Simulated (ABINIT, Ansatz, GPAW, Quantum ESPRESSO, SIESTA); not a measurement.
## Code comparison for Ti3Al (P6_3/mmc, 8 atoms in the cell)

Self-consistent single point.

```
Ti3Al
1.0
    5.62527     0.00000     0.00000
   -2.81264     4.87163     0.00000
    0.00000     0.00000     4.53192
Ti Al
6 2
Direct
  0.82990   0.65980   0.25000
  0.17010   0.34020   0.75000
  0.17010   0.82990   0.75000
  0.82990   0.17010   0.25000
  0.34020   0.17010   0.25000
  0.65980   0.82990   0.75000
  0.33333   0.66667   0.25000
  0.66667   0.33333   0.75000
```

All programs got the same cell, k-point mesh and kind of occupations (in Ansatz's words: kpoints.mp_grid.grid = 5 5 5; scf.occupations.method = fermi_dirac; scf.occupations.width = 0.1 eV); potentials, basis and cutoffs are each program's usual ones.

```json
[
 {"code": "Quantum ESPRESSO", "model": "PBE, SSSP 1.1.2 efficiency (PBE) pseudopotentials", "pressure (GPa)": "9.71", "largest force (eV/Å)": "0.047", "k-points": "15", "cutoff": "50 Ry"},
 {"code": "GPAW", "model": "PBE, GPAW PAW datasets PBE (gpaw-data 1.0.1)", "pressure (GPa)": "9.88", "largest force (eV/Å)": "0.050", "k-points": "15", "cutoff": "800 eV"},
 {"code": "Ansatz", "model": "PBE, default PAW files", "pressure (GPa)": "9.65", "largest force (eV/Å)": "0.045", "k-points": "15", "cutoff": "default"},
 {"code": "SIESTA", "model": "GGA PBE, numerical atomic orbitals TZP, PseudoDojo PBE standard norm-conserving potentials (rewritten from UPF to PSML)", "pressure (GPa)": "7.03", "largest force (eV/Å)": "0.077", "k-points": "63", "cutoff": "grid 400 Ry"},
 {"code": "ABINIT", "model": "PBE, PAW (JTH v2.0 PBE PAW)", "pressure (GPa)": "9.81", "largest force (eV/Å)": "0.047", "k-points": "15", "cutoff": "30 Ha"}
]
```

The spread over the programs that give each value: pressure within 2.85 GPa; largest force within 0.032 eV/Å.

The starting cell comes from a database of computed structures (which also holds hypothetical and non-ambient phases and stackings), without a prior relaxation at this level. Its lattice was rescaled by a random factor within 2.5 % of one. On Ansatz's run: Spin polarisation is off. In the base run, with a pressure of about 10 GPa the cell is away from its equilibrium volume at this level.

**Question.** Why do the programs differ, and what cannot be compared?

**Answer.** Differences of this kind can come from the potentials, where these differ, and from what each basis and cutoff leave unconverged. The zero of total energies and Fermi levels follows the potentials and each program's conventions, so they are not compared here. SIESTA uses small atom-centred bases, whose incompleteness enters pressures, forces and empty levels differently from a plane-wave cutoff. Ansatz's pressure is given at a fixed set of plane waves, as the other plane-wave codes print theirs; with its correction for the finite basis it is 9.68 GPa. The programs reduce the same mesh by symmetry to different extents, which changes the work and not the result. In the pressure, SIESTA (by 2.72) lies more than 1 GPa from the median of the plane-wave programs.

Left out of this page: Elk (unsound by tests on forces, stress, charge or solver warnings); FLEUR (not drawn, or without a comparable value).

Ansatz is a quantum-chemistry and plane-wave program.

Keys are those of Ansatz 0.2.
